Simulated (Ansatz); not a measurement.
## La2O3: pressure series

The parent structure is La₂O₃ (space group P-3m1, No. 164; a = 3.940 Å, c = 6.188 Å).

Cell and atoms are relaxed at each pressure.

All numbers come from plane-wave PAW DFT at the PBE level (Ansatz, a first-principles code, 420 eV), no spin-orbit coupling.

Candidates:
(a) pressure 4.5 GPa
(b) pressure 30 GPa
(c) pressure −2 GPa

Before the change:

c/a ratio: 1.570

**Question.** Order them by c/a ratio, highest first.

**Answer.** (c) pressure −2 GPa (1.582), (a) pressure 4.5 GPa (1.544), (b) pressure 30 GPa (1.410)

Load acts through the strain it causes; cell and atoms are relaxed under it. Whether these cells are dynamically stable was not tested. No other phases were tried under pressure.
